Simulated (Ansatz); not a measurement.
Structures of equal composition on the (0001) surface of hcp Ru: a pseudomorphic layer of Co in the host's stacking; a pseudomorphic layer of Co in the other hollow. The slabs share one bottom face, and each structure is named by its start. These are constructed structures in small cells; real faces may alloy, dewet or reconstruct in larger ones, and not all known structures of the face are among them. Slabs of about 11 Å, Fermi-Dirac smearing of 0.1 eV. Bottom of the slabs: a bare face, its two planes held. Relaxed from the named starts with such symmetry as they have, on meshes of like density; energies extrapolated to zero smearing; spin only where a row says so; no spin-orbit coupling, no U. Brackets mark spin-polarised runs, whose order is one that fits the cell.

The numbers are results of PBE (plane waves to 420 eV, PAW; Ansatz, a first-principles code), not measurements.

Problem. Order them by energy per 1x1 cell (lowest first) at the level PBE.

Solution. a pseudomorphic layer of Co in the host's stacking (0.000 eV [spin, 1.6 μB a cell]), a pseudomorphic layer of Co in the other hollow (0.135 eV [spin, 1.8 μB a cell])
